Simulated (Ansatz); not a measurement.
A self-consistent single point of InSe (R3m, 4 atoms in the cell) with Ansatz (a first-principles code).

Computed with PBEsol, PAW files made with PBE (plane waves; Ansatz).

```xyz
4
Lattice="2.0132 1.1623 8.5655 -2.0132 1.1623 8.5655 0.0000 -2.3247 8.5655" Properties=species:S:1:pos:R:3 pbc="T T T"
In     0.0000     0.0000     2.8856
In     0.0000     0.0000     0.0470
Se     0.0000     0.0000    15.9244
Se     0.0000     0.0000    21.2203
```

Reference input (self-consistent single point, DFT, PBEsol, plane waves, PAW files made with PBE): basis.ecutwfc = 420 eV; kpoints.mp_grid.grid = 7 7 7; hamiltonian.xc = pbesol; hamiltonian.pseudopotentials = {kind: paw} (the program's default PAW files); scf.occupations.method = fixed. This run's input differs from it in these lines:

Ansatz 0.2 input:
```diff
@@ -13,3 +13,3 @@
 kpoints:
-  mp_grid: { grid: [7, 7, 7] }
+  mp_grid: { grid: [12, 12, 12] }
 hamiltonian:
```

Output, abridged:

```
SCF iter   1: F=—  HF=-21903.851041 eV  |F-HF|=—  |Δ(HF+E_count)|=         —  Δρ=4.77e-2  dr2=1.40e1  ethr=3.10e-3  ⟨swp⟩=5.0  Hψ=23070  notcnv=0  defer=742
all-band conjugate gradients solve this SCF's bands
preconditioner: auto → Resta (q_TF=auto, 2.416 Å⁻¹)
SCF iter   2: F=—  HF=-21901.444119 eV  |F-HF|=—  |Δ(HF+E_count)|=    2.41e0  Δρ=1.86e-2  dr2=4.25e-1  ethr=3.10e-3  ⟨swp⟩=3.4  Hψ=13210  notcnv=0  defer=743
   [... lines left out ...]
SCF iter   7: F=—  HF=-21901.276398 eV  |F-HF|=—  |Δ(HF+E_count)|=   3.99e-5  Δρ=6.60e-5  dr2=1.72e-5  ethr=2.37e-7  ⟨swp⟩=2.0  Hψ=10851  notcnv=0  defer=230
SCF iter   8: F=—  HF=-21901.276397 eV  |F-HF|=—  |Δ(HF+E_count)|=   1.43e-6  Δρ=2.23e-5  dr2=1.12e-6  ethr=2.97e-8  ⟨swp⟩=2.0  Hψ=12014  notcnv=0  defer=217
SCF iter   9: F=—  HF=-21901.276397 eV  |F-HF|=—  |Δ(HF+E_count)|=   9.26e-7  Δρ=1.03e-5  dr2=3.57e-7  ethr=1.94e-9  ⟨swp⟩=2.0  Hψ=11885  notcnv=0  defer=217
SCF iter  10: F=-21901.276398 eV  HF=-21901.276398 eV  |F-HF|=4.15e-9  |Δ(HF+E_count)|=   1.37e-7  Δρ=3.22e-6  dr2=1.44e-8  ethr=1.72e-10  ⟨swp⟩=9.7  Hψ=37955  notcnv=0
SCF 1 converged in 10 iterations: F = -21901.276398 eV  dr2 = 1.44e-8
Free energy (F): -21901.276398 eV
Internal energy: -21901.276398 eV  (E = F + TS)
E sigma→0 (E₀):  -21901.276398 eV
Fermi energy:    6.673731 eV
--- Forces (eV/Å), atoms counted from 1 ---
  atom   1  In     0.00000000    -0.00000000    -0.65208680
  atom   2  In    -0.00000000    -0.00000000     0.35256178
  atom   3  Se     0.00000000    -0.00000000    -0.10710206
  atom   4  Se    -0.00000000    -0.00000000     0.40663530
--- Stress (GPa, compression-positive) ---
        0.392790       0.000000       0.000000
        0.000000       0.392790       0.000000
        0.000000      -0.000000      -0.393957
  P = ⅓ Tr σ = 0.1305 GPa (1.305 kbar)
  The stress holds the Pulay correction. Without it, at fixed plane waves, as pw.x and ABINIT print it: P = 0.1157 GPa
```

The run converged in 10 iterations. Against the reference run the free energy stays essentially unchanged (within 1 meV/atom), the pressure moves little (0.14 to 0.13 GPa), the largest force moves little (0.649 to 0.652 eV/Å) and the gap on the mesh goes from 0.613 to 0.291 eV.

The starting cell comes from a database of computed structures (which also holds hypothetical and non-ambient phases and stackings), without a prior relaxation at this level. Its lattice was rescaled by up to half a per cent. One atom was moved a little off its site on purpose. Ansatz's pressure includes its estimate of the finite-basis (Pulay) stress.

Cost on one core of a shared machine: roughly 40 s.
